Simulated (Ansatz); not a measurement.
**A computed series for BaTiO3: response to strain**

Take BaTiO$_{3}$ in the cubic perovskite structure (space group Pm-3m, No. 221; a = 3.970 Å) as the base. Axes: x, y, z lie along the cube axes.

Strains are applied to the cell and any free atomic positions relax; under stress the whole cell relaxes.

Computed with PBEsol (Ansatz, a program for electronic structure), no spin-orbit coupling, earlier PAW set.

```tsv
variant	volume per atom	gap character	space group	band gap
base	12.52 Å³	indirect, R → Γ	Pm-3m (No. 221)	1.82 eV
isotropic strain −1.78 %	11.86 Å³	direct at Γ	Pm-3m (No. 221)	1.93 eV
isotropic strain −0.36 %	12.38 Å³	indirect, R → Γ	Pm-3m (No. 221)	1.84 eV
isotropic strain +3.45 %	13.86 Å³	indirect, R → Γ	Pm-3m (No. 221)	1.61 eV
isotropic strain +4.28 %	14.19 Å³	indirect, R → Γ	Pm-3m (No. 221)	(withheld)
uniaxial strain ε_yy = +2.01 %	12.77 Å³	indirect, A → Γ	P4/mmm (No. 123)	1.73 eV
uniaxial stress, 1 GPa compression along z	12.49 Å³	indirect, A → Γ	P4/mmm (No. 123)	1.81 eV
uniaxial stress, 3 GPa compression along z	12.45 Å³	indirect, A → Γ	P4/mmm (No. 123)	1.80 eV
uniaxial stress, 0.5 GPa tension along z	12.53 Å³	indirect, A → Γ	P4/mmm (No. 123)	1.81 eV
```

Problem. What belongs in the blanks?

Solution. 
- isotropic strain +4.28 %, band gap: 1.56 eV

Beyond what the load breaks, stability against distortions was not tested. The final runs are not spin-polarised. Many cubic perovskites are stable only at high temperature; tilts and polar distortions were not tested. This is not the structure that BaTiO3 has at room temperature and ambient pressure. k-point labels follow each cell's own Brillouin zone.
